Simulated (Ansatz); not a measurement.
Carrier properties of CdS under load (space group I-4m2)

```xyz
2
Lattice="0.0000 2.9644 2.7905 2.9644 0.0000 2.7905 2.9644 2.9644 0.0000" Properties=species:S:1:pos:R:3 pbc="T T T"
Cd     0.0000     0.0000     0.0000
S      1.4822     1.4822     1.3952
```

Computed with PBEsol with spin-orbit coupling, rigid bands (plane waves, PAW; Ansatz, a program for electronic structure). Condition of this run: uniaxial stress zz = 1 GPa (compression positive) (the target of the relaxation). Geometry: cell and atoms relaxed with PBEsol, then loaded as said.

band gap: 0.91 eV
electron conductivity mass (300 K, dilute): 0.130 (x), 0.130 (y), 0.121 (z) mₑ
hole conductivity mass (300 K, dilute): 0.80 (x), 0.80 (y), 0.39 (z) mₑ
effective density of states N_c (300 K): 1.1e18 cm⁻³
effective density of states N_v (300 K): 1.2e19 cm⁻³
density-of-states mass, electrons: 0.121 mₑ
density-of-states mass, holes: 0.62 mₑ
Seebeck coefficient, n-type 1e19 cm⁻³, 300 K: -79 μV/K
best n-type power factor at 300 K for τ = 10 fs (best axis; densities from 1e16 to 1e21 cm⁻³ tried, whether or not they can be reached): 1.37 μW/(cm·K²) at 3e18 cm⁻³
Seebeck coefficient, p-type 1e19 cm⁻³, 300 K: 277 μV/K

Rigid bands; masses and Seebeck coefficients take one relaxation time τ for all states and one kind of carrier; polarons and phonon drag are left out.
